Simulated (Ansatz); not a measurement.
The parent structure is TiSi₂ (space group Cmcm, No. 63; a = 3.5459 Å, b = 13.5650 Å, c = 3.5797 Å). Axes: x, y, z lie along a, b, c of the conventional cell.

The values are results of Ansatz (a first-principles code), PBE, PAW, cutoff 420 eV, no SOC, earlier PAW set, not measurements.

Base values:

```
Quantity                        Result
-----------------------------  -------
Pressure                       0.0 GPa
Shortest interatomic distance  2.404 Å
Band gap                          zero
```

It is then changed as follows: uniaxial strain ε_zz = −0.86 %, all other strain components held at zero, atoms relaxed at fixed cell.

Predict the new energy relative to the base.

The energy grows by 1.0 meV/atom.

What does the calculation give for the pressure after the change?

The pressure (mean of the normal stresses, compression positive) goes from zero to 1.4 GPa.

What happens to the shortest interatomic distance?

The shortest interatomic distance shrinks by 0.008 Å, from 2.404 Å to 2.396 Å.

Estimate the effect on the band gap.

The band gap remains zero.

Without a gap, meshes like the base's 14×14×13 leave anisotropic stresses uncertain by several tenths of a GPa, and small strain energies with them. No phonon test of stability was made. The final runs are not spin-polarised.
